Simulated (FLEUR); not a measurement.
Worked example: self-consistent single point of NaCd3 (Fm-3m, 4 atoms in the cell) in FLEUR

Method: LDA (Perdew-Zunger), all-electron FLAPW (FLEUR), scalar-relativistic valence run with FLEUR.

Input:

Input of the input generator:

```
NaCd3
&input film=f /
-0.0000000000 0.7071067812 0.7071067812
0.7071067812 -0.0000000000 0.7071067812
0.7071067812 0.7071067812 -0.0000000000
9.4589893927
1.0 1.0 1.0

4
11 0.0000000000 0.0000000000 0.0000000000
48 0.2500000000 0.2500000000 0.2500000000
48 0.7500000000 0.7500000000 0.7500000000
48 0.5000000000 0.5000000000 0.5000000000

&comp jspins=1 /
&exco xctyp='pz' /
&kpt div1=8 div2=8 div3=8 gamma=t /
&end /
```

```xml
<?xml version="1.0" encoding="UTF-8" standalone="no"?>
<fleurInput fleurInputVersion="0.39">
   <comment>
      NaCd3                                                                                               
   </comment>
   <calculationSetup>
      <cutoffs Kmax="3.8" Gmax="15.2" GmaxXC="15.2" numbands="0"/>
      <scfLoop itmax="80" minDistance="0.00001" maxIterBroyd="15" imix="Anderson" alpha="0.05" precondParam="0.0" spinf="2.0"/>
      <coreElectrons ctail="T" frcor="F" kcrel="0" coretail_lmax="0"/>
      <xcFunctional name="pz" relativisticCorrections="F"/>
      <magnetism jspins="1"/>
      <soc l_soc="F" theta="0.0" phi="0.0" spav="F"/>
      <expertModes spex="0" secvar="F"/>
      <geometryOptimization l_f="T" forcealpha="1.0" forcemix="BFGS" epsdisp="0.00001" epsforce="0.00001"/>
      <ldaU l_linMix="F" mixParam="0.05" spinf="1.0"/>
   </calculationSetup>
   <cell>
      <bzIntegration valenceElectrons="63.0" mode="hist" fermiSmearingEnergy="0.00367493">
         <kPointListSelection listName="default-1"/>
         <!-- k-points included here -->
         <xi:include xmlns:xi="http://www.w3.org/2001/XInclude" href="kpts.xml"> </xi:include>
      </bzIntegration>
      <!-- symmetry operations included here -->
      <xi:include xmlns:xi="http://www.w3.org/2001/XInclude" href="sym.xml"> </xi:include>
      <bulkLattice scale="1.0">
         <bravaisMatrix>
            <row-1>    0.0000000000000000     6.6885155428770400     6.6885155428770400</row-1>
            <row-2>    6.6885155428770400     0.0000000000000000     6.6885155428770400</row-2>
            <row-3>    6.6885155428770400     6.6885155428770400     0.0000000000000000</row-3>
         </bravaisMatrix>
      </bulkLattice>
   </cell>
   <atomSpecies>
      <species name="Sodium (Na)" element="Na" atomicNumber="11">
         <mtSphere radius="2.09" gridPoints="737" logIncrement="0.015"/>
         <atomicCutoffs lmax="8" lnonsphr="6"/>
         <electronConfig flipSpins="F">
            <coreConfig>(1s1/2)</coreConfig>
            <valenceConfig>(2s1/2) (2p1/2) (2p3/2) (3s1/2)</valenceConfig>
            <stateOccupation state="(3s1/2)" spinUp="0.5" spinDown="0.5"/>
         </electronConfig>
         <energyParameters s="3" p="3" d="3" f="4"/>
         <lo type="SCLO" l="0" n="2" eDeriv="0"/>
         <lo type="SCLO" l="1" n="2" eDeriv="0"/>
      </species>
      <species name="Cadmium (Cd)" element="Cd" atomicNumber="48">
         <mtSphere radius="2.63" gridPoints="925" logIncrement="0.014"/>
         <atomicCutoffs lmax="10" lnonsphr="8"/>
         <electronConfig flipSpins="F">
            <coreConfig>(1s1/2) (2s1/2) (2p1/2) (2p3/2) (3s1/2) (3p1/2) (3p3/2) (4s1/2) (3d3/2) (3d5/2)</coreConfig>
            <valenceConfig>(4p1/2) (4p3/2) (5s1/2) (4d3/2) (4d5/2)</valenceConfig>
         </electronConfig>
         <energyParameters s="5" p="5" d="4" f="4"/>
         <lo type="SCLO" l="1" n="4" eDeriv="0"/>
         <lo type="HELO" l="2" n="5" eDeriv="0"/>
      </species>
   </atomSpecies>
   <atomGroups>
      <atomGroup species="Sodium (Na)">
         <relPos label="                   1">.0000000000 .0000000000 .0000000000</relPos>
         <force calculate="T" relaxXYZ="TTT"/>
      </atomGroup>
      <atomGroup species="Cadmium (Cd)">
         <relPos label="                   2">1.000/4.000 1.000/4.000 1.000/4.000</relPos>
         <relPos label="                   3">-1.000/4.000 -1.000/4.000 -1.000/4.000</relPos>
         <force calculate="T" relaxXYZ="TTT"/>
      </atomGroup>
      <atomGroup species="Cadmium (Cd)">
         <relPos label="                   4">1.000/2.000 1.000/2.000 1.000/2.000</relPos>
         <force calculate="T" relaxXYZ="TTT"/>
      </atomGroup>
   </atomGroups>
   <output dos="F" band="F" slice="F">
      <checks vchk="F" cdinf="F"/>
      <bandDOS minEnergy="-.5*Htr" maxEnergy="0.5*Htr" sigma="0.015" storeEVData="T"/>
      <vacuumDOS vacdos="F" integ="F" star="F" nstars="0" locx1="0.0" locy1="0.0" locx2="0.0" locy2="0.0" nstm="0" tworkf="0.0"/>
      <unfoldingBand unfoldBand="F" supercellX="1" supercellY="1" supercellZ="1"/>
      <plotting iplot="0" polar="F">
         <plot TwoD="T" vec1="  1.0  0.0  0.0" vec2="  0.0  1.0  0.0" vec3="  0.0  0.0  1.0" zero="  0.0  0.0  0.0" file="plot"/>
      </plotting>
      <chargeDensitySlicing numkpt="0" minEigenval="0.0" maxEigenval="0.0" nnne="0" pallst="F"/>
      <specialOutput eonly="F"/>
      <magneticCircularDichroism mcd="F" energyLo="-10.0" energyUp="0.0"/>
   </output>
  <!-- We include the file relax.xml here to enable relaxations (see documentation) -->
  <xi:include xmlns:xi="http://www.w3.org/2001/XInclude" href="relax.xml"> <xi:fallback/> </xi:include>
</fleurInput>
```

The program printed (abridged):

```
      Welcome to FLEUR        (www.flapw.de)
      MaX-Release 8.1          (www.max-centre.eu)

 ========== k-point set info ==========
 Selected k-point list: default-1
 k-point list type: mesh
 8 x 8 x 8
 Number of k points: 29

 ------------Calculation Setup---------------------------
 Number of basis functions:          608
 Iteration:     1   Distance:       5.43502218 me/bohr^3
 Iteration:     2   Distance:       4.84007326 me/bohr^3
 Iteration:     3   Distance:       2.42031732 me/bohr^3
 Iteration:     4   Distance:       0.61952482 me/bohr^3
 Iteration:     5   Distance:       0.50058910 me/bohr^3
 Iteration:     6   Distance:       0.18396676 me/bohr^3
   [... 4 lines left out ...]
 Iteration:    11   Distance:       0.00096499 me/bohr^3
 Iteration:    12   Distance:       0.00026431 me/bohr^3
 Iteration:    13   Distance:       0.00017371 me/bohr^3
 Iteration:    14   Distance:       0.00004081 me/bohr^3
 Iteration:    15   Distance:       0.00000237 me/bohr^3

 Run finished successfully
 Stop message:
   Structural relaxation: Done

[file out, last iteration]
             iter=     16
          p o t e n t i a l   g e n e r a t o r
[...]
          integral of pseudo charge density inside the slab=        0.000000   0.000000
     coulomb potential in the interstitial region:
          density-coulomb potential integrals
          total density-coulomb potenti   -27283.5879065016
          density-effective potential integrals for spin  1
          total density-effective poten   -2.7896897790E+04
          charge density-energy density integrals
          total charge density-energy d   -4.6258124275E+02
 Updated energy parameters for spin:           1
  Atom    1 3s branch from -1.66 to  2.62 htr. ; e_l =  0.2137
  Atom    1 3p branch from -0.63 to  2.91 htr. ; e_l =  0.3293
  Atom    1 3d branch from -9.99 to  2.69 htr. ; e_l =  0.4696
  Atom    1 4f branch from -9.99 to  4.81 htr. ; e_l =  0.6330
  Atom    1 2s branch from-37.41 to -1.66 htr. ; e_l(l -1.7014
  Atom    1 2p branch from -9.99 to -0.63 htr. ; e_l(l -0.6916
  Atom    2 5s branch from -3.57 to  1.00 htr. ; e_l =  0.0617
  Atom    2 5p branch from -2.13 to  1.61 htr. ; e_l =  0.2319
  Atom    2 4d branch from-14.15 to -0.04 htr. ; e_l = -0.1085
  Atom    2 4f branch from -9.99 to  1.98 htr. ; e_l =  0.5543
  Atom    2 4p branch from-21.75 to -2.13 htr. ; e_l(l -2.1467
  Atom    2-5d branch from  2.08 to  2.08 htr. ; e_l(l  2.0806
  Atom    3 5s branch from -3.57 to  1.00 htr. ; e_l =  0.0623
  Atom    3 5p branch from -2.13 to  1.61 htr. ; e_l =  0.2316
  Atom    3 4d branch from-14.15 to -0.04 htr. ; e_l = -0.1065
  Atom    3 4f branch from -9.99 to  1.98 htr. ; e_l =  0.5535
  Atom    3 4p branch from-21.75 to -2.13 htr. ; e_l(l -2.1449
  Atom    3-5d branch from  2.08 to  2.08 htr. ; e_l(l  2.0832
[...]
 fermi energy and band-weighting factors:
at   0.00000   0.00000   0.00000   k-weight:    0.001953
   48 eigenvalues :
   -2.140421   -2.140421   -2.140421   -2.140391   -2.140391   -2.140391   -2.138488   -2.138488
   -2.138488   -1.701266   -0.691267   -0.691267   -0.691267   -0.137901   -0.137901   -0.128723
   -0.128723   -0.128723   -0.126821   -0.126821   -0.126821   -0.105838   -0.105838   -0.105359
   -0.105359   -0.103335   -0.103335   -0.103335   -0.084496    0.241454    0.273795    0.273795
    0.273795    0.312962    0.312962    0.312962    0.313588    0.385614    0.385614    0.385614
    0.484601    0.484601    0.531042    0.776444    0.776444    0.776444    0.837976    0.837976
   [... 2 blocks of this kind left out ...]

[...]
FERMIE:
          first approx. to ef    (T=0)  :   0.195985 htr   (energy of the highest occ. eigenvalue)
          number of occ. states  (T=0)  :        908
          first approx. to seigv (T=0)  : -49.016474 htr
          sum of weights of occ. states :  31.503906
          sum of semicore charge        :   0.000000 e
FERHIS:  Fermi-Energy by histogram:
          bandgap                     :   0.003722 htr
          charge neutrality (T=0)     :   0.007812    (zero if the highest occ. eigenvalue is "entirely" occupied)
     EF_NEWTON:  Adjust Fermi-Energy by Newton-Method.
               Number of iterations needed  :   4
               The error in the weight is   : -0.69413E-10
               The error in ef is           :  0.47966E-11 htr
     -->  new fermi energy            :   0.199870 htr
          valence charge              :  63.000000 e
          actual charge blw ef-8kt    :  61.851562 e
          actual charge blw ef+8kt    :  63.000000 e
          number of occ. states       :       920
          sum of the valence weights  :   31.500000
          entropy         :   0.369062 *kb htr/K =   0.00000 htr/K
          sum of val. single particle energies:       -49.0173172430 htr
 Direct bandgap for spin            1 :    1.6312455882235954E-002  Htr
 at k-point            8  with k-vector    0.0000000000000000       0.12500000000000000       0.37500000000000000
          valence density: spin= 1
[...]
     l-like charge
     atom     s        p        d        f        total
 -->  1    2.05429  5.95465  0.01409  0.00101    8.02419
 -->  2    0.71490  6.34475  9.63289  0.00611   16.70000
 -->  3    0.66999  6.41103  9.62759  0.00829   16.71908
          total charge for spin  1=   63.000000
          interst. charge =       4.856736
          mt charge=              8.024190   16.699999   16.719077
          total charge  =   63.000000
          z= 11.     r(1)=  0.335378E-04     dx= 0.015000     m.t.index= 737
               n    l     j    energy       weight
               1.   0.   0.5  -37.4061      2.0000
          atom type    1  (spin 1)
          kinetic energy=  0.111885618620E+03     sum of the eigenvalues= -0.748122418343E+02
          0.00000000  electrons lost from core.
   [... 2 blocks of this kind left out ...]

          total charge for spin  1=  155.000000
          interst. charge =       4.857363
          mt charge=             10.024190   46.699790   46.718868
          total charge  =  155.000000
          zc=   155.000000     qfix=    1.000000
     t o t a l  e n e r g y
          sum of eigenvalues =            -10154.4590451510
          density-coulomb potential int   -27283.5879065016
          density-effective potential i   -27896.8977898116
          charge density-ex.-corr.energ     -462.5812427504
          el.-nucl. inter. diff. m.t.        193.3656629003
          Madelung term for atom type:        -3.4298598061
          el.-nucl. inter. diff. m.t.      13550.0149251683
          Madelung term for atom type:       -33.9627031942
          el.-nucl. inter. diff. m.t.       6775.1019525756
          Madelung term for atom type:       -16.9162988893
 ---->    total energy=                   -16934.7278538743 htr
 ---->    (input%tkb*entropy) TS=              0.0013562757 htr
 ---->    free energy=                    -16934.7292101501 htr
      extrapolation for T->0
 ---->    total electron energy=          -16934.7285320122 htr
 ***** TOTAL FORCES ON ATOMS *****
 TOTAL FORCE FOR ATOM TYPE=  1  X=  0.000   Y=  0.000   Z=  0.000
                       FX_TOT= 0.000000 FY_TOT= 0.000000 FZ_TOT= 0.000000
 TOTAL FORCE FOR ATOM TYPE=  2  X=  3.344   Y=  3.344   Z=  3.344
                       FX_TOT= 0.000000 FY_TOT= 0.000000 FZ_TOT= 0.000000
 TOTAL FORCE FOR ATOM TYPE=  3  X=  6.689   Y=  6.689   Z=  6.689
                       FX_TOT= 0.000000 FY_TOT= 0.000000 FZ_TOT= 0.000000
 Structural relaxation: Done
```

The run converged in 15 iterations. FLEUR gives forces in its relaxation mode, with a further iteration, so its stop message speaks of a relaxation.

The starting cell comes from a database of computed structures (which also holds hypothetical and non-ambient phases and stackings), without a prior relaxation at this level. Values depend on the basis (sphere radii, cutoffs, local orbitals), which need not be converged. The log's line on a gap gives a spacing of levels on this mesh, which the program prints for metals too.

Cost on one core of a shared machine: roughly 2 min.
